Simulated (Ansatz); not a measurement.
Hypothetical rock salt ZrSi, response to strain

Base system: ZrSi in the rock salt structure (space group Fm-3m, No. 225; a = 5.397 Å; a hypothetical phase, not in the database extracts checked; relaxed with 0.1 eV smearing). Axes: x, y, z lie along the cube axes.

Strains are applied to the cell and any free atomic positions relax; under biaxial strain the out-of-plane vector relaxes too.

Levels (all Ansatz, an electronic-structure program, PAW, earlier PAW set): PBE (420 eV, spin-orbit coupling left out); PBEsol (420 eV, spin-orbit coupling left out).

The base cell above is that of PBE; each level relaxes its own structures.

Notes on the quantities. energy relative to the base: free energy F.

```json
[
 {"case": "biaxial strain −2.33 %, plane normal [001], relaxed out of plane", "energy relative to the base, PBE": "+21 meV/atom", "energy relative to the base, PBEsol": "+22 meV/atom"},
 {"case": "biaxial strain −0.75 %, plane normal [001], relaxed out of plane", "energy relative to the base, PBE": "+2.0 meV/atom", "energy relative to the base, PBEsol": "+2.2 meV/atom"},
 {"case": "biaxial strain −2.73 %, plane normal [110], relaxed out of plane", "energy relative to the base, PBE": "+17 meV/atom", "energy relative to the base, PBEsol": "+18 meV/atom"},
 {"case": "uniaxial strain ε_xx = −2.66 %", "energy relative to the base, PBE": "+13 meV/atom", "energy relative to the base, PBEsol": "+13 meV/atom"},
 {"case": "uniaxial strain ε_xx = +0.47 %", "energy relative to the base, PBE": "+0.3 meV/atom", "energy relative to the base, PBEsol": "+0.4 meV/atom"},
 {"case": "uniaxial strain ε_xx = +0.96 %", "energy relative to the base, PBE": "+1.4 meV/atom", "energy relative to the base, PBEsol": "+1.5 meV/atom"},
 {"case": "uniaxial strain ε_yy = −1.30 %", "energy relative to the base, PBE": "+2.8 meV/atom", "energy relative to the base, PBEsol": "+3.0 meV/atom"},
 {"case": "uniaxial strain ε_yy = −1.01 %", "energy relative to the base, PBE": "+1.7 meV/atom", "energy relative to the base, PBEsol": "+1.8 meV/atom"},
 {"case": "uniaxial strain ε_zz = +0.90 %", "energy relative to the base, PBE": "+1.3 meV/atom", "energy relative to the base, PBEsol": "+1.3 meV/atom"},
 {"case": "tensor shear ε_xy = +1.09 %", "energy relative to the base, PBE": "+0.6 meV/atom", "energy relative to the base, PBEsol": "+0.6 meV/atom"},
 {"case": "strain tensor (xx, yy, zz, yz, xz, xy) = (+0.82, +1.25, −0.84, +0.22, +0.26, −1.17) %", "energy relative to the base, PBE": "+5.0 meV/atom", "energy relative to the base, PBEsol": "+5.3 meV/atom"},
 {"case": "strain tensor (xx, yy, zz, yz, xz, xy) = (−0.02, +0.32, +1.74, +1.35, −1.40, +1.22) %", "energy relative to the base, PBE": "+7.4 meV/atom", "energy relative to the base, PBEsol": "+7.5 meV/atom"}
]
```

The two levels differ by at most about 1.1 meV/atom. They put the cases in the same order.

Stability against distortions was not tested. All final runs are without spin polarisation.
